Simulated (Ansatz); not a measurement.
Functionals compared on CH3 on the 1x1 (0001) surface of hcp Co, ferromagnetic, one in a 2x2 cell, started at the site 'bridge Co-Co (span 2.5 Å)', in Ansatz (plane waves, PAW). The structure was relaxed with PBE; the other rows are single points on it, each with its references at the same level. Cutoff 420 eV.

Slab: 20 atoms, 6.0 Å thick at the start under the adsorbate (thin: gaps and levels are the slab's own); k 7x7x1, smearing 0.1 eV, dipole-corrected; 8 atoms held, the rest relaxed; no symmetry held; spin-polarised, no spin-orbit, no U, no dispersion correction. At the end it is bonded to 3 Co. In PBE it is, or lies within 0.03 eV of, the lowest of the starts that converged. These notes are the PBE run's. Adsorption energies are against CH4(g) − ½ H2(g). A negative adsorption energy means that the adsorbate is more stable on the surface than in its reference.

```json
[
 {"functional": "PBE", "adsorption energy (eV)": "0.53", "work function of the top face (eV)": "3.62", "change of the work function (eV)": "-1.36", "magnetic moment of the cell (μB)": "26.38", "rough cost of the single point": "–"},
 {"functional": "RPBE", "adsorption energy (eV)": "?", "work function of the top face (eV)": "?", "change of the work function (eV)": "?", "magnetic moment of the cell (μB)": "26.61", "rough cost of the single point": "about 17 core-minutes (a rough figure)"}
]
```

**Question.** Complete the blanks.

**Answer.** 
- RPBE, adsorption energy (eV): 0.87
- RPBE, work function of the top face (eV): 3.51
- RPBE, change of the work function (eV): -1.29

Ansatz is a first-principles code.
